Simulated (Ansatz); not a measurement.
## Effect of biaxial strain +2.00 %, plane normal [001], relaxed out of plane on Sc

The parent structure is Sc in the hcp (Mg type) structure (space group P6_3/mmc, No. 194; a = 3.318 Å, c = 5.186 Å; relaxed with 0.1 eV smearing). Axes: x lies along a and z along c of the hexagonal cell.

One thing is altered: biaxial strain +2.00 %, plane normal [001], relaxed out of plane (Cartesian); in-plane vectors clamped, the third vector and the atoms free.

The values are results of Ansatz (a quantum-chemistry and plane-wave program), PBE, PAW, cutoff 420 eV, without spin-orbit coupling, not measurements. Settings: 20×20×11 k-points, 0.1 eV Fermi–Dirac smearing.

```csv
quantity,base,changed,shift
volume per atom,24.72 Å³,25.44 Å³,+0.715 Å³
space group,P6_3/mmc (No. 194),P6_3/mmc (No. 194),–
shortest interatomic distance,3.224 Å,3.224 Å,0.000 Å
"pressure (mean of the normal stresses, compression positive)",0.0 GPa,-1.5 GPa,-1.5 GPa
band gap,zero,zero,–
out-of-plane strain,–,-1.10 %,–
mean in-plane stress (compression positive),–,-2.2 GPa,–
```

Cost of the whole job for the changed cell (relaxation, final SCF and bands): roughly 40 core-seconds.

No phonon test of stability was made. All final runs are without spin polarisation.
